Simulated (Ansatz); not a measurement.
A computed series for ZnO: response to strain

Consider ZnO in the wurtzite structure (space group P6_3mc, No. 186; a = 3.187 Å, c = 5.153 Å). Axes: x lies along a and z along c of the hexagonal cell.

Strains are applied to the cell and any free atomic positions relax; under biaxial strain the out-of-plane vector relaxes too.

Method: Kohn–Sham DFT with the LDA functional, run in Ansatz (a quantum-chemistry and plane-wave program) with PAW and 420 eV plane waves, no spin-orbit coupling.

Notes on the quantities. in-plane stress: mean in-plane stress (compression positive).

| change | in-plane stress | band gap | ratio −ε⊥/ε∥ |
|---|---|---|---|
| base | – | 0.80 eV | – |
| biaxial strain −3.00 %, plane normal [001], relaxed out of plane | +7.1 GPa | 0.76 eV | 1.00 |
| biaxial strain −2.40 %, plane normal [001], relaxed out of plane | +5.7 GPa | 0.77 eV | 1.01 |
| biaxial strain −1.80 %, plane normal [001], relaxed out of plane | +4.2 GPa | 0.78 eV | 1.01 |
| biaxial strain −1.20 %, plane normal [001], relaxed out of plane | +2.8 GPa | 0.78 eV | 1.02 |

Stability against distortions was not tested.
